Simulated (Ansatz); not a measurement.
Functionals compared on the (221) surface of germanium in its 1x1 cell, relaxed from an ideal cut (the real face may reconstruct), outermost plane spacing 0.48 Å in the ideal cut, in Ansatz (plane waves, PAW). The structure was relaxed with PBE; the other rows are single points on it, each with its references at the same level. Cutoff 420 eV (500 eV for r2SCAN).

Model: 24-atom slab, 11.0 Å thick at the start, 6x2x1 mesh, Fermi-Dirac 0.025 eV, dipole correction, all atoms relaxed; start symmetry kept, larger cells not searched; no spin (no spin-polarised run to compare, though such a face may carry moments), no spin-orbit, no U. The slab shows no gap on its mesh. These notes are the PBE run's.

```
functional  surface energy (J/m²)  work function of the top face (eV)           rough cost of the single point
----------  ---------------------  ----------------------------------  ---------------------------------------
PBE                          1.00                                4.74                                        –
LDA                          1.20                                4.97  about 2.4 core-minutes (a rough figure)
PBEsol                       1.12                                4.80  about 2.3 core-minutes (a rough figure)
RPBE                         0.89                                4.65                 roughly 2.4 core-minutes
r2SCAN                 (withheld)                          (withheld)                   roughly 5 core-minutes
```

Problem. Fill in the missing entries.

Solution. 
- r2SCAN, surface energy (J/m²): 1.23
- r2SCAN, work function of the top face (eV): 4.93

Ansatz is a quantum-chemistry and plane-wave program.
